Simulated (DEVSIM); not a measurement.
## abrupt InP n-p junction

System: abrupt InP n-p junction, at 300 K.

```
layer (left to right)  material  thickness (μm)  Nd (cm⁻³)  Na (cm⁻³)   τn (s)   τp (s)
---------------------  --------  --------------  ---------  ---------  -------  -------
1                           InP           0.140     4.9e16          -  3.8e-10  3.8e-10
2                           InP            60.0          -     5.1e16  3.8e-11  3.8e-10
```

Left contact: ohmic. Right contact: ohmic. Voltage is applied to the left contact. Recombination: SRH at mid-gap. Mobility is constant in doping.

This is a model device: material constants are rounded textbook-type values typed into the input, and sizes, dopings and lifetimes were drawn at random. Values at 300 K.

| parameter | InP |
|---|---|
| gap (eV) | 1.344 |
| affinity (eV) | 4.38 |
| permittivity | 12.5 |
| Nc (cm⁻³) | 5.7e17 |
| Nv (cm⁻³) | 1.1e19 |
| μn (cm²/Vs) | 5200 |
| μp (cm²/Vs) | 170 |

DEVSIM, 1D drift-diffusion, Boltzmann statistics, complete ionisation; no tunnelling, impact ionisation, image-force lowering or self-heating.

The potential step across the device at zero bias is 1.142 V and the largest field in the device at zero bias comes out as 89000 V/cm. The dark forward voltage at 1 A/cm² comes out as 0.876 V and the dark forward voltage at 100 A/cm² comes out as 1.432 V.

Dark forward current:

(V (V), J (A/cm²)): (-0.05, -1.2e-8); (-0.15, -1.4e-7); (-0.25, -1.1e-6); (-0.35, -8.2e-6); (-0.40, -2.2e-5); (-0.50, -0.00017); (-0.60, -0.0014); (-0.70, -0.012); (-0.80, -0.13); (-0.90, -1.9); (-0.95, -5.9); (-1.05, -21); (-1.15, -40); (-1.25, -61); (-1.35, -82); (-1.45, -100); (-1.50, -120); (-1.60, -140); (-1.70, -160); (-1.80, -180)
